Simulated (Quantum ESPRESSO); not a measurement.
Input and output of a self-consistent single point for SrNiO3 (Cmmm, 5 atoms in the cell) (Quantum ESPRESSO).

Level of theory: LDA (PZ), GBRV 1.5 ultrasoft (LDA) pseudopotentials (plane waves; Quantum ESPRESSO 7.5).

```yaml
crystal:
  lattice:
    - [2.80681, -2.81455, 0.00000]
    - [2.80681, 2.81455, 0.00000]
    - [0.00000, 0.00000, 3.97740]
  atoms:
    - { symbol: Sr, position: [0.50000, 0.50000, 0.50000] }
    - { symbol: Ni, position: [0.00000, 0.00000, 0.00000], spin: 2.0 }
    - { symbol: O, position: [0.00000, 0.00000, 0.50000] }
    - { symbol: O, position: [0.50000, 0.00000, 0.00000] }
    - { symbol: O, position: [0.00000, 0.50000, 0.00000] }
```
(The spins are starting values, not results.)

Reference input (self-consistent single point, DFT, PBEsol, plane waves, GBRV 1.5 ultrasoft (PBESOL) pseudopotentials): ecutwfc = 50 Ry; ecutrho = 400 Ry; occupations = smearing; smearing = gaussian; degauss = 0.0073499 Ry; nspin = 2; potentials = {Sr: sr_pbesol_v1.uspp.F.UPF, Ni: ni_pbesol_v1.4.uspp.F.UPF, O: o_pbesol_v1.2.uspp.F.UPF}; K_POINTS = automatic 5 5 5 0 0 0; conv_thr = 1e-11 Ry; mixing_beta = 0.4. This run's input differs from it in these lines:

```diff
@@ -25,5 +25,5 @@
 ATOMIC_SPECIES
-Sr    87.6200  sr_pbesol_v1.uspp.F.UPF
-Ni    58.6934  ni_pbesol_v1.4.uspp.F.UPF
-O     15.9990  o_pbesol_v1.2.uspp.F.UPF
+Sr    87.6200  sr_lda_v1.uspp.F.UPF
+Ni    58.6934  ni_lda_v1.4.uspp.F.UPF
+O     15.9990  o_lda_v1.2.uspp.F.UPF
 CELL_PARAMETERS angstrom
```

Output, abridged:

```
     Self-consistent Calculation

     iteration #  1     ecut=    50.00 Ry     beta= 0.40

     negative rho (up, down):  3.189E-02 3.181E-02

     total energy              =    -501.11742259 Ry
     estimated scf accuracy    <      19.34023066 Ry

     total magnetization       =     2.07 Bohr mag/cell
     absolute magnetization    =     2.24 Bohr mag/cell

     iteration #  2     ecut=    50.00 Ry     beta= 0.40

     negative rho (up, down):  3.172E-02 3.165E-02

     total energy              =    -509.90533020 Ry
     estimated scf accuracy    <      23.73636265 Ry

     total magnetization       =     0.11 Bohr mag/cell
   [... lines left out ...]
     estimated scf accuracy    <          9.4E-11 Ry

     total magnetization       =     1.09 Bohr mag/cell
     absolute magnetization    =     1.12 Bohr mag/cell

     iteration # 23     ecut=    50.00 Ry     beta= 0.40

     negative rho (up, down):  3.260E-02 3.257E-02

     Magnetic moment per site  (integrated on atomic sphere of radius R)
     atom   1 (R=0.291)  charge=  7.6254  magn= -0.0003
     atom   2 (R=0.206)  charge= 15.3375  magn=  0.4220
     atom   3 (R=0.206)  charge=  5.2805  magn=  0.1949
     atom   4 (R=0.206)  charge=  5.2806  magn=  0.1971
     atom   5 (R=0.206)  charge=  5.2806  magn=  0.1971
     End of self-consistent calculation

     the Fermi energy is     8.0049 ev

!    total energy              =    -510.37401437 Ry
     estimated scf accuracy    <          5.2E-12 Ry
     smearing contrib. (-TS)   =      -0.00305690 Ry
     internal energy E=F+TS    =    -510.37095747 Ry

     total magnetization       =     1.09 Bohr mag/cell
     absolute magnetization    =     1.12 Bohr mag/cell

     convergence has been achieved in  23 iterations

     negative rho (up, down):  3.260E-02 3.257E-02

     Forces acting on atoms (cartesian axes, Ry/au):

     atom    1 type  1   force =     0.00000000    0.00000000    0.00000000
   [... zero for the other atoms too ...]

     Total force =     0.000000     Total SCF correction =     0.000000

     negative rho (up, down):  3.260E-02 3.257E-02
          total   stress  (Ry/bohr**3)                   (kbar)     P=     -221.88
  -0.00149819   0.00000000   0.00000000         -220.39        0.00        0.00
   0.00000000  -0.00151915   0.00000000            0.00     -223.47        0.00
   0.00000000   0.00000000  -0.00150768            0.00        0.00     -221.79

   JOB DONE.
```

The run converged in 23 iterations. Against the reference run the pressure goes from -17.32 to -22.19 GPa and the size of the net moment stays at 0.22 μB/atom.

The starting cell comes from a database of computed structures (which also holds hypothetical and non-ambient phases and stackings), without a prior relaxation at this level. Its lattice was rescaled by a random factor within 2.5 % of one. The moments shrank to a small part of their start, a low-spin state that need not be the lowest. With a pressure of about -22 GPa the cell is away from its equilibrium volume at this level.

Cost on one core of a shared machine: roughly 3 min.
